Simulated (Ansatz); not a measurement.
## A computed series for Ag: response to strain

Start from Ag in the fcc (Cu type) structure (space group Fm-3m, No. 225; a = 4.054 Å; relaxed with 0.1 eV smearing). Axes: x, y, z lie along the cube axes.

Strains are applied to the cell and any free atomic positions relax.

The values are results of PBEsol (Ansatz, a program for electronic structure, PAW, no SOC), not measurements.

Notes on the quantities. energy relative to the base: free energy F; pressure: mean of the normal stresses, compression positive.

```tsv
variant	shortest interatomic distance	energy relative to the base	pressure
base	286.6 pm	0 meV/atom	0.0 GPa
tensor shear ε_xy = +2.00 %	280.9 pm	+4.6 meV/atom	0.2 GPa
tensor shear ε_xy = +1.71 %	281.7 pm	?	0.2 GPa
tensor shear ε_xy = +0.57 %	?	+0.4 meV/atom	0.0 GPa
tensor shear ε_xy = +0.29 %	285.8 pm	+0.1 meV/atom	0.0 GPa
tensor shear ε_xy = +1.43 %	282.5 pm	+2.4 meV/atom	0.1 GPa
tensor shear ε_xy = +0.86 %	284.2 pm	?	0.0 GPa
tensor shear ε_xy = +1.14 %	283.4 pm	+1.5 meV/atom	0.1 GPa
```

**Question.** What belongs in the blanks?

**Answer.** 
- tensor shear ε_xy = +1.71 %, energy relative to the base: +3.4 meV/atom
- tensor shear ε_xy = +0.57 %, shortest interatomic distance: 285.0 pm
- tensor shear ε_xy = +0.86 %, energy relative to the base: +0.9 meV/atom

No phonon test of stability was made.
